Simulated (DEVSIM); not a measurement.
abrupt Ge p-n junction

System: abrupt Ge p-n junction, at 300 K.

| layer (left to right) | material | thickness (μm) | Nd (cm⁻³) | Na (cm⁻³) | τn (s) | τp (s) |
|---|---|---|---|---|---|---|
| 1 | Ge | 2.50 | - | 2.2e16 | 4.1e-7 | 4.1e-7 |
| 2 | Ge | 98.0 | 5.5e14 | - | 4.1e-7 | 4.1e-7 |

Left contact: ohmic. Right contact: ohmic. Voltage is applied to the left contact. Recombination: SRH at mid-gap. Mobility is μmin + (μ − μmin)/(1 + (N/Nref)^α).

This is a model device: material constants are rounded textbook-type values typed into the input, and sizes, dopings and lifetimes were drawn at random. Values at 300 K.

| parameter | Ge |
|---|---|
| gap (eV) | 0.664 |
| affinity (eV) | 4 |
| permittivity | 16 |
| Nc (cm⁻³) | 1.04e19 |
| Nv (cm⁻³) | 6e18 |
| μn (cm²/Vs) | 3900 |
| μp (cm²/Vs) | 1900 |
| μn,min | 150 |
| μp,min | 100 |
| Nref,n | 2.6e17 |
| Nref,p | 4e17 |
| αn | 0.56 |
| αp | 0.6 |

DEVSIM, 1D drift-diffusion, Boltzmann statistics, complete ionisation; no tunnelling, impact ionisation, image-force lowering or self-heating.

| Item | Result |
|---|---|
| Potential step across the device at zero bias | 0.264 V |
| Largest field in the device at zero bias | 8000 V/cm |
| Dark forward voltage at 1 A/cm² | 0.179 V |
| Dark forward voltage at 100 A/cm² | 0.689 V |

Small-signal capacitance in reverse bias (quasi-static):

| V (V) | C (nF/cm²) |
|---|---|
| -0.4 | 10.1 |
| -1 | 7.11 |
| -2 | 5.25 |
| -3 | 4.36 |
| -4 | 3.81 |
| -6 | 3.13 |
| -8 | 2.73 |
| -10 | 2.44 |
| -13 | 2.15 |
| -16 | 1.94 |
| -20 | 1.74 |

Dark reverse current:

```
V (V)   J (A/cm²)
------  ---------
-0.40     -0.0028
-1.00     -0.0031
-2.00     -0.0034
-3.00     -0.0036
-4.00     -0.0038
-6.00     -0.0041
-8.00     -0.0044
-10.00    -0.0047
-13.00    -0.0050
-16.00    -0.0053
-20.00    -0.0057
```
